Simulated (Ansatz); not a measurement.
## zinc-blende ZnS: the defect Ag interstitial

Computed with PBE, PAW (plane waves to 420 eV; Ansatz, an electronic-structure program). The supercell holds 64 host sites (2×2×2 repeats of a cell of 8 atoms), with a 2×2×2 shifted k-point sampling for the final energies. Site at the start: void with 4Zn nearest. Finite-size correction: monopole term and site-potential alignment. Dielectric constants: PBE linear response of the host. Host gap at this level: 2.01 eV. These values are not converged in cell size to better than tenths of an eV. PBE underestimates the host's gap, which shifts levels and can delocalise carriers. Spin–orbit coupling is left out. Each state is the lowest found from its start.

The name describes the start; the neighbours show where the atoms ended.

Charges with a result: +1, 0. Others weren't obtained, and one of them could lie lower, also by skipping a charge.

| charge | moment (μB) | largest move off a lattice site (Å) | neighbours of the last Ag atom of the defect at the end (Å) | image correction with alignment (eV) |
|---|---|---|---|---|
| +1 | not spin-polarised | 0.23 | Zn 2.58, Zn 2.58, Zn 2.58, Zn 2.58 | 0.44 |
| 0* | fractional | 0.21 | Zn 2.57, Zn 2.57, Zn 2.57, Zn 2.57 | – |

* At this level the carrier isn't localised at the defect: at charge 0 electrons occupy the conduction band. Such a state is shallow or no state of the defect, and this cell gives it no level.

No other site or start that was run ended lower by more than 0.1 eV.

Flagged in the runs: a strain field that reaches the edge of the cell.
